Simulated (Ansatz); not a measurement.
An Ansatz (a quantum-chemistry and plane-wave program) input (PBE (Ansatz), spin-orbit coupling left out):

Ansatz 0.2 input:
```yaml
crystal:
  lattice:
    - [0, 3.2678033047, 3.2678033047]
    - [3.2678033047, 0, 3.2678033047]
    - [3.2678033047, 3.2678033047, 0]
  atoms:
    - { symbol: In, position: [0, 0, 0] }
    - { symbol: Sb, position: [0.25, 0.25, 0.25] }
basis: { ecutwfc: 420, ecutrho_ratio: 4, xc_grid: 2, fft_grid_basis: typed }
kpoints: { mp_grid: { grid: [12, 12, 12] } }
hamiltonian:
  xc: pbe
  dispersion: none
  pseudopotentials: { kind: paw }
scf: { occupations: { method: fermi_dirac, width: 0.05 }, convergence: { dr2_threshold: 0.0000000002 } }
relax: { f_tol: 0.005, max_steps: 50 }
output: { forces: true, stress: true }
checkpoint: { write: state.ck, write_every: 1000 }
```

Q: Which symmetry and how many k-points will the program report, and about how many plane waves at Γ?

A: Space group F-43m (ITA 216) with 24 operations, k-points 72 of 1728, and 1363 plane waves at Γ.

Q: And the final pressure?

A: 1.86 GPa (compression positive).

The cells carry an imposed strain or load. No phonon test of stability was made. All final runs are without spin polarisation. The cell was made from InSb in the zinc blende structure (space group F-43m, No. 216) by this change: isotropic strain −1.50 %.
